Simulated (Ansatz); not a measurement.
Consider interstitial Cd in wurtzite CdSe, charge state +2. All values below come from PBE, PAW (plane waves to 420 eV; Ansatz, a quantum-chemistry and plane-wave program).

72-site cell at the relaxed PBE lattice, one k-point at (0.125, 0.250, 0.250), smearing 0.01 eV, spin-restricted, no finite-size correction. Energies are static. The charge state is imposed; whether it is stable for some Fermi level was not computed. Sites that were not tried may lie lower.

Barriers: single points on a 2×2×2 k-point mesh shifted by half a step along c at the bands' geometries.

The step: a concerted move, in which Cd travels most. Atoms about the jump, Cartesian Å from the middle of the jump, before and after:

```csv
atom,x0,y0,z0,x1,y1,z1
Cd1,0.06,-0.03,0.82,-0.06,0.03,-0.82
Se2,-2.05,1.20,-0.01,-2.19,1.29,-0.10
Se3,0.27,-2.63,0.10,0.26,-2.59,0.06
Se4,2.42,1.09,0.11,2.38,1.09,0.08
Se5,0.23,-0.10,-3.50,0.14,-0.05,-3.51
Cd6,2.41,-1.36,2.32,1.15,-0.67,1.77
```

Where do these atoms stand at the saddle point, and how high is it?


```json
[
 {"atom": "Cd1", "x": "0.01", "y": "-0.01", "z": "-0.22"},
 {"atom": "Se2", "x": "-2.18", "y": "1.29", "z": "-0.08"},
 {"atom": "Se3", "x": "0.33", "y": "-2.65", "z": "0.10"},
 {"atom": "Se4", "x": "2.45", "y": "1.05", "z": "0.12"},
 {"atom": "Se5", "x": "0.18", "y": "-0.07", "z": "-3.36"},
 {"atom": "Cd6", "x": "1.94", "y": "-1.13", "z": "2.04"}
]
```
It lies 0.18 eV above the start and 0.068 eV above the end. The saddle point's order was not checked.
